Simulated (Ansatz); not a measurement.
```yaml
crystal:
  lattice:
    - [5.35156, 0.00234, 0.11092]
    - [0.86662, 5.08724, -0.19662]
    - [1.08583, -0.17049, 23.68479]
  atoms:
    - { symbol: Hf, position: [0.32404, 0.20529, 0.10419] }
    - { symbol: Hf, position: [0.74183, 0.62566, 0.08547] }
    - { symbol: Hf, position: [0.20586, 0.66534, 0.21500] }
    - { symbol: Hf, position: [0.80049, 0.20725, 0.19511] }
    - { symbol: O, position: [0.17197, 0.99504, 0.16721] }
    - { symbol: O, position: [0.83782, 0.87817, 0.24273] }
    - { symbol: O, position: [0.39679, 0.87052, 0.04954] }
    - { symbol: O, position: [0.68725, 0.98976, 0.12897] }
    - { symbol: O, position: [0.06939, 0.38289, 0.04816] }
    - { symbol: O, position: [0.99466, 0.47895, 0.15091] }
    - { symbol: O, position: [0.50087, 0.48488, 0.15134] }
    - { symbol: O, position: [0.57440, 0.35113, 0.04467] }
    - { symbol: Hf, position: [0.25575, 0.24069, 0.32487] }
    - { symbol: Hf, position: [0.67779, 0.68195, 0.30597] }
    - { symbol: Hf, position: [0.13306, 0.71539, 0.43572] }
    - { symbol: Hf, position: [0.72768, 0.25730, 0.41584] }
    - { symbol: O, position: [0.09572, 0.04447, 0.38810] }
    - { symbol: O, position: [0.76156, 0.92759, 0.46362] }
    - { symbol: O, position: [0.32563, 0.88524, 0.27834] }
    - { symbol: O, position: [0.60791, 0.03740, 0.35250] }
    - { symbol: O, position: [0.00627, 0.39731, 0.26226] }
    - { symbol: O, position: [0.92728, 0.52533, 0.36857] }
    - { symbol: O, position: [0.42605, 0.52568, 0.37278] }
    - { symbol: O, position: [0.50749, 0.39696, 0.25805] }
    - { symbol: Hf, position: [0.19171, 0.29698, 0.54537] }
    - { symbol: Hf, position: [0.60949, 0.71735, 0.52665] }
    - { symbol: O, position: [0.24628, 0.93288, 0.50187] }
    - { symbol: O, position: [0.53674, 0.05213, 0.58129] }
    - { symbol: O, position: [0.93887, 0.44368, 0.47993] }
    - { symbol: O, position: [0.86415, 0.53976, 0.58267] }
    - { symbol: O, position: [0.35914, 0.57151, 0.58617] }
    - { symbol: O, position: [0.43267, 0.43775, 0.47950] }
    - { symbol: W, position: [0.06855, 0.05323, 0.67691] }
    - { symbol: W, position: [0.57627, 0.05488, 0.66493] }
    - { symbol: W, position: [0.83356, 0.55101, 0.66705] }
    - { symbol: W, position: [0.32800, 0.55899, 0.66960] }
    - { symbol: W, position: [0.66802, 0.32694, 0.76708] }
    - { symbol: W, position: [0.17067, 0.32519, 0.76658] }
    - { symbol: W, position: [0.42501, 0.82288, 0.76724] }
    - { symbol: W, position: [0.91908, 0.82507, 0.76715] }
    - { symbol: W, position: [0.26554, 0.59570, 0.86376] }
    - { symbol: W, position: [0.76288, 0.59745, 0.86425] }
    - { symbol: W, position: [0.01447, 0.09756, 0.86369] }
    - { symbol: W, position: [0.50854, 0.09975, 0.86360] }
    - { symbol: W, position: [0.86500, 0.86940, 0.95392] }
    - { symbol: W, position: [0.35728, 0.86776, 0.96590] }
    - { symbol: W, position: [0.60554, 0.36364, 0.96124] }
    - { symbol: W, position: [0.09999, 0.37162, 0.96379] }
```

The first 32 atoms are the substrate (HfO2-m), the rest the film (W).

The numbers are results of PBE (plane waves to 420 eV, PAW; Ansatz, a program for electronic structure), not measurements. Spin–orbit coupling is left out; the runs are not spin-polarised. Its k-point mesh 5×5×1, Fermi–Dirac width 0.05 eV.

**Question.** Describe the bonding at the interfaces and give the barriers.

**Answer.** A periodic stack without vacuum, bcc W (1 1 0) on monoclinic HfO2 (0 1 0) (film strained to the substrate, faces as cut): substrate slab Hf10O22, film W16, surface cells [[0, 1], [-1, 0]] and [[-2, 0], [-3, -2]], film strained by -3.0 and -2.1 %, faces O/O and W/W as cut (like faces can put a slab off its formula).
- interface area = 27.3 Å²
- period = 23.63 Å
- gaps between the outermost planes at the two interfaces = 1.86 and 1.86 Å
- Hf–W contacts across the interfaces within 1.22 times the sum of covalent radii = 14, mean 3.59 Å
- O–W contacts across the interfaces within 1.22 times the sum of covalent radii = 6, mean 1.99 Å
- hole barrier (PBE) = 2.45 eV
- electron barrier (PBE) = 1.59 eV
